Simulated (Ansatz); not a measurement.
Electronic density of states of amorphous Si24O36, density 2.37 g/cm³, on a 2×2×2 Γ-centred mesh with a Gaussian width of 0.1 eV; energies count from the Fermi level, whose place inside the gap is arbitrary. Cell and mesh are small, so fine structure isn't converged. All values below come from PBE, scalar-relativistic without spin-orbit coupling (plane waves to 420 eV, PAW; Ansatz, a quantum-chemistry and plane-wave program). Sampling: a 2×2×2 Γ-centred mesh; Fermi-Dirac width 0.02 eV; no spin polarisation. The usual formal charges leave 24 electrons over, so the level spacing at the Fermi energy parts defect or band states and needn't be the band gap. At PBE the levels at both edges of the gap are localised (band-tail or defect states), and the nearest spread-out levels lie 3.2 eV apart at the zone centre.

A CHGNet melt-quench gave the starting glass, which DFT then relaxed. O atoms were pushed apart under 1.9 Å during the dynamics, to hinder bonds among them. The hot cell started wider than the set density and was brought back towards it in steps. It is the lowest in DFT energy of 2 quenches. It is a model cell: composition and starting density were chosen by hand, and all elements were melted together. No dispersion term was used. Its density started from a set value of 2.35 and ended at 2.37 g/cm³. The simulated quench (nominally 390 K/ps over its main leg) is rapid and tends to freeze in more defects than a deposited or slowly cooled glass has. One small periodic cell is one sample of the glass; other quenches scatter about these values. Volume and shape were free in the relaxation.

```
E - EF (eV)  states/(eV atom)
-----------  ----------------
-12.00                   0.19
-11.90                   0.20
-11.80                   0.21
-11.70                   0.18
-11.60                   0.18
-11.50                   0.16
-11.40                   0.18
-11.30                   0.21
-11.20                   0.25
-11.10                   0.23
-11.00                   0.21
-10.90                   0.20
-10.80                   0.17
-10.70                   0.15
-10.60                   0.23
-10.50                   0.29
-10.40                   0.23
-10.30                   0.24
-10.20                   0.25
-10.10                   0.31
-10.00                   0.31
-9.90                    0.31
-9.80                    0.38
-9.70                    0.37
-9.60                    0.34
-9.50                    0.33
-9.40                    0.32
-9.30                    0.30
-9.20                    0.33
-9.10                    0.42
-9.00                    0.56
-8.90                    0.54
-8.80                    0.33
-8.70                    0.23
-8.60                    0.25
-8.50                    0.31
-8.40                    0.31
-8.30                    0.33
-8.20                    0.33
-8.10                    0.36
-8.00                    0.37
-7.90                    0.27
-7.80                    0.24
-7.70                    0.36
-7.60                    0.43
-7.50                    0.50
-7.40                    0.51
-7.30                    0.42
-7.20                    0.41
-7.10                    0.41
-7.00                    0.40
-6.90                    0.47
-6.80                    0.55
-6.70                    0.63
-6.60                    0.66
-6.50                    0.70
-6.40                    0.69
-6.30                    0.66
-6.20                    0.65
-6.10                    0.66
-6.00                    0.71
-5.90                    0.79
-5.80                    0.82
-5.70                    0.77
-5.60                    0.78
-5.50                    0.77
-5.40                    0.71
-5.30                    0.76
-5.20                    0.82
-5.10                    0.78
-5.00                    0.77
-4.90                    0.80
-4.80                    0.83
-4.70                    0.69
-4.60                    0.66
-4.50                    0.67
-4.40                    0.64
-4.30                    0.54
-4.20                    0.39
-4.10                    0.21
-4.00                    0.19
-3.90                    0.25
-3.80                    0.23
-3.70                    0.13
-3.60                    0.10
-3.50                    0.11
-3.40                    0.15
-3.30                    0.13
-3.20                    0.09
-3.10                    0.13
-3.00                    0.10
-2.90                    0.03
-2.80                    0.00
-2.70                    0.02
-2.60                    0.12
-2.50                    0.24
-2.40                    0.21
-2.30                    0.08
-2.20                    0.07
-2.10                    0.16
-2.00                    0.10
-1.90                    0.01
-1.80                    0.00
-1.70                    0.00
-1.60                    0.00
-1.50                    0.01
-1.40                    0.07
-1.30                    0.17
-1.20                    0.08
-1.10                    0.01
-1.00                    0.00
-0.90                    0.00
-0.80                    0.00
-0.70                    0.00
-0.60                    0.06
-0.50                    0.17
-0.40                    0.09
-0.30                    0.01
-0.20                    0.00
-0.10                    0.00
0.00                     0.00
0.10                     0.00
0.20                     0.00
0.30                     0.01
0.40                     0.09
0.50                     0.17
0.60                     0.07
0.70                     0.02
0.80                     0.05
0.90                     0.10
1.00                     0.10
1.10                     0.13
1.20                     0.15
1.30                     0.12
1.40                     0.10
1.50                     0.13
1.60                     0.16
1.70                     0.19
1.80                     0.19
1.90                     0.13
2.00                     0.15
2.10                     0.17
2.20                     0.16
2.30                     0.18
2.40                     0.21
2.50                     0.26
2.60                     0.26
2.70                     0.23
2.80                     0.24
2.90                     0.29
3.00                     0.33
3.10                     0.32
3.20                     0.35
3.30                     0.38
3.40                     0.34
3.50                     0.28
3.60                     0.24
3.70                     0.26
3.80                     0.32
3.90                     0.34
4.00                     0.31
4.10                     0.29
4.20                     0.31
```

The level spacing at the Fermi energy on this mesh is 0.94 eV; the broadening fills part of it in the curve.
